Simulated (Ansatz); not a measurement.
Consider Li in the bcc (W type) structure (space group Im-3m, No. 229; a = 3.434 Å; relaxed with 0.1 eV smearing). Axes: x, y, z lie along the cube axes.

All numbers come from PBEsol in Ansatz (plane waves to 420 eV, PAW, no spin-orbit coupling).

The change: compressive biaxial strain of 0.50 % in the plane normal to [001], as in epitaxy on a mismatched substrate; the out-of-plane cell vector and the atoms relax.

Question: What happens to the energy relative to the base, out-of-plane strain and in-plane stress?

Answer: The energy is nearly the same; the out-of-plane strain comes out as +0.97 %; the mean in-plane stress (compression positive) is 0.0 GPa.

Stability against distortions was not tested.

Ansatz is a quantum-chemistry and plane-wave program.
